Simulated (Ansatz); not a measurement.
Response to strain in CdSe

Base system: CdSe in the zinc blende structure (space group F-43m, No. 216; a = 6.007 Å). Axes: x, y, z lie along the cube axes.

Strains are applied to the cell and any free atomic positions relax.

The values are results of LDA, PAW, 420 eV (Ansatz, a first-principles code; spin-orbit coupling left out), not measurements.

Notes on the quantities. energy relative to the base: free energy F.

| case | volume per atom | electron mass | energy relative to the base |
|---|---|---|---|
| base | 27.10 Å³ | 0.041 mₑ (at Γ) | 0 meV/atom |
| uniaxial strain ε_zz = −3.00 % | 26.29 Å³ | 0.040 mₑ along z, 0.048 mₑ across (at Γ) | +5.5 meV/atom |
| uniaxial strain ε_zz = −2.50 % | 26.42 Å³ | 0.040 mₑ along z, 0.046 mₑ across (at Γ) | +3.8 meV/atom |
| uniaxial strain ε_zz = −1.00 % | 26.83 Å³ | 0.041 mₑ along z, 0.043 mₑ across (at Γ) | +0.6 meV/atom |
| uniaxial strain ε_zz = −0.50 % | 26.97 Å³ | 0.041 mₑ (at Γ) | +0.2 meV/atom |
| uniaxial strain ε_zz = +0.50 % | 27.24 Å³ | 0.040 mₑ (at Γ) | +0.1 meV/atom |
| uniaxial strain ε_zz = +1.00 % | 27.37 Å³ | (withheld) | +0.6 meV/atom |
| uniaxial strain ε_zz = +1.50 % | 27.51 Å³ | 0.041 mₑ along z, 0.037 mₑ across (at Γ) | +1.3 meV/atom |
| uniaxial strain ε_zz = +2.50 % | 27.78 Å³ | 0.041 mₑ along z, 0.034 mₑ across (at Γ) | +3.6 meV/atom |
| uniaxial strain ε_zz = +3.00 % | 27.91 Å³ | 0.041 mₑ along z, 0.033 mₑ across (at Γ) | +5.2 meV/atom |

Task: What belongs in the blanks?

Result: 
- uniaxial strain ε_zz = +1.00 %, electron mass: 0.041 mₑ along z, 0.038 mₑ across (at Γ)

The levels and masses belong to the bands next to the band gap. Effective masses come from finite differences of ±0.01 Å⁻¹. No phonon test of stability was made.
